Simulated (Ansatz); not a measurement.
# Pressure series in MgF2

Consider MgF2 in the rutile structure (space group P4_2/mnm, No. 136).

```
CELL_PARAMETERS angstrom
      4.63885     0.00000     0.00000
      0.00000     4.63885     0.00000
      0.00000     0.00000     3.06236
ATOMIC_POSITIONS crystal
  Mg 0.50000 0.50000 0.50000
  Mg 0.00000 0.00000 0.00000
  F  0.80339 0.19661 0.50000
  F  0.19661 0.80339 0.50000
  F  0.30339 0.30339 0.00000
  F  0.69661 0.69661 0.00000
```

Cell and atoms are relaxed at each pressure.

Computed with PBEsol/PAW in Ansatz (a quantum-chemistry and plane-wave program), no SOC.

Two rows of this table had their results exchanged by mistake.

| pressure | volume per atom (Å³) | shortest distance (Å) | band gap |
|---|---|---|---|
| pressure −1 GPa | 11.10 | 1.999 | 6.82 eV |
| pressure 0.3 GPa | 10.95 | 1.988 | 6.91 eV |
| pressure 0.7 GPa | 10.49 | 1.953 | 7.20 eV |
| pressure 1.5 GPa | 10.82 | 1.978 | 6.99 eV |
| pressure 3 GPa | 10.67 | 1.967 | 7.08 eV |
| pressure 5 GPa | 10.91 | 1.984 | 6.94 eV |
| pressure 7.5 GPa | 10.28 | 1.937 | 7.34 eV |
| pressure 10 GPa | 10.09 | 1.923 | 7.47 eV |

Which two?

The rows for pressure 0.7 GPa and pressure 5 GPa: the volume has to fall steadily with pressure, so 10.91 Å³ belongs to pressure 0.7 GPa and 10.49 Å³ to pressure 5 GPa.

Load acts through the strain it causes; cell and atoms are relaxed under it. No phonon test of stability was made. No other phases were tried under pressure. The base started in Pnnm and relaxed to P4_2/mnm at this level.
